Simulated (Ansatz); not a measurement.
1T (CdI2-type) MgI2, treated with PBEsol-D3(BJ) (PAW; Ansatz, a first-principles code).

Settings: plane-wave cutoff 520 eV, 12×12×6 k mesh (along the axes of the cell as run), Fermi–Dirac smearing 0.01 eV, scalar-relativistic PAW data made under PBE.

Properties against volume:

Shape and atoms are relaxed at each volume.

```tsv
V (Å³/atom)	P (GPa)	direct gap at Γ (eV)	smallest gap on the k mesh (eV)	c (Å)
30.051	1.06	3.749	3.247	6.456
30.677	0.48	3.712	3.287	6.516
31.303	0.00	3.687	3.330	6.581
31.929	-0.41	3.669	3.372	6.648
32.556	-0.73	3.673	3.418	6.726
```

The fundamental gap (3.33 eV at the equilibrium volume, with added k points) lies elsewhere than Γ–Γ.

Note: the bulk modulus comes from volumes at which shape and atoms were relaxed.

Spin–orbit coupling is not included; with these elements it can move the gap by several tenths of an eV or more.
